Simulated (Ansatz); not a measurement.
Take InP in the zinc blende structure (space group F-43m, No. 216; a = 5.879 Å) as the base. Axes: x, y, z lie along the cube axes.

The values are results of PBEsol/PAW in Ansatz (a quantum-chemistry and plane-wave program), scalar-relativistic without spin-orbit coupling, not measurements.

For the base:

- Valley order: Γ 0.57 eV; L along ⟨111⟩ 1.38 eV; X along ⟨100⟩ 1.65 eV
- Valence-band top at Γ: 0.00, 0.00, 0.00 eV
- Electron mass: 0.046 mₑ (at Γ)

Perturbation: uniaxial stress, 0.5 GPa compression along x, with the cell and atoms free to relax against it.

Problem. What does the calculation give for the valley order, energy relative to the base, valence-band top at Γ, strain response and electron mass after the change?

Solution. The valley order (the lowest conduction-band minima on the path, energy above the VBM, named in the base's zone) changes from Γ 0.57 eV; L along ⟨111⟩ 1.38 eV; X along ⟨100⟩ 1.65 eV to Γ 0.54 eV; L along [1-1-1] 1.35 eV; X along [100] 1.56 eV; X along [001] 1.63 eV; the energy increases by 0.3 meV/atom; the valence-band top at Γ (three highest levels, from the VBM) becomes 0.00, -0.06, -0.06 eV (base: 0.00, 0.00, 0.00 eV); the strain response (xx, yy, zz) comes out as (−0.89, +0.32, +0.32) %; the electron mass changes from 0.046 mₑ (at Γ) to 0.044 mₑ along x, 0.048 mₑ across (at Γ).

The levels and masses belong to the bands next to the band gap. Effective masses come from finite differences of ±0.01 Å⁻¹. Beyond what the load breaks, stability against distortions was not tested.
